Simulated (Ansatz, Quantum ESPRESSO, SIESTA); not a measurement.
**One structure in several programs: NiBi (P1, 4 atoms in the cell)**

Self-consistent single point, at a second geometry (atoms moved at random). First geometry:

```
CELL_PARAMETERS angstrom
      4.06194     0.00000     0.00000
     -2.03097     3.51774     0.00000
      0.00000     0.00000     5.17249
ATOMIC_POSITIONS crystal
  Ni 0.00000 0.00000 0.50000
  Ni 0.00000 0.00000 0.00000
  Bi 0.33333 0.66667 0.25000
  Bi 0.66667 0.33333 0.75000
```

Second geometry:
```xyz
4
Lattice="4.0619 0.0000 0.0000 -2.0310 3.5177 0.0000 0.0000 0.0000 5.1725" Properties=species:S:1:pos:R:3 pbc="T T T"
Ni    -0.0252     0.0059     2.6158
Ni    -0.0636    -0.0455    -0.0425
Bi     0.0826     2.4138     1.2904
Bi     2.0371     1.1436     3.8950
```

Shared settings, as Ansatz (a quantum-chemistry and plane-wave program) writes them: kpoints.mp_grid.grid = 10 10 7; scf.occupations.method = fermi_dirac; scf.occupations.width = 0.0073 Ry. Potentials and cutoffs stand in the table.

| code | model | ΔF from the first geometry (meV/atom) | pressure (GPa) | largest force (eV/Å) | cutoff |
|---|---|---|---|---|---|
| Ansatz | LDA (PW92), PAW files made with PBE | 25.2 | -0.20 | 1.051 | 30.9 Ry |
| SIESTA | LDA PW92, numerical atomic orbitals TZP, PseudoDojo LDA standard norm-conserving potentials (rewritten from UPF to PSML) | 28.2 | -1.39 | 1.191 | grid 400 Ry |
| Quantum ESPRESSO | LDA (PZ), PSlibrary PAW (LDA) pseudopotentials | 26.4 | -0.39 | 1.100 | 50 Ry |

Size of the force on each atom (eV/Å): Sizes of forces hide their directions.

```json
[
 {"code": "Ansatz", "Ni1": "0.536", "Ni2": "0.785", "Bi3": "1.051", "Bi4": "0.331"},
 {"code": "SIESTA", "Ni1": "0.586", "Ni2": "0.872", "Bi3": "1.191", "Bi4": "0.378"},
 {"code": "Quantum ESPRESSO", "Ni1": "0.560", "Ni2": "0.824", "Bi3": "1.100", "Bi4": "0.347"}
]
```

On Ansatz's run: spin-orbit coupling is off. Spin polarisation is off.

The spread over the programs that give each value: ΔF from the first geometry within 3.0 meV/atom; pressure within 1.19 GPa; largest force within 0.140 eV/Å.

SIESTA uses small atom-centred bases, whose incompleteness enters pressures, forces and empty levels differently from a plane-wave cutoff. Ansatz's pressure is given at a fixed set of plane waves, as the other plane-wave codes print theirs; with its correction for the finite basis it is -0.17 GPa. The same LDA comes in different parametrisations, which differ slightly. In the pressure, SIESTA (by 1.10) lies more than 1 GPa from the median of the plane-wave programs. In the force vectors, SIESTA (by 0.116) lies more than 0.08 eV/Å from the median of the plane-wave programs.

The starting cell comes from a database of computed structures (which also holds hypothetical and non-ambient phases and stackings), without a prior relaxation at this level. Its lattice was rescaled by a random factor within 2.5 % of one. For this run, on top of that: atoms moved at random.

Keys are those of Ansatz 0.2.
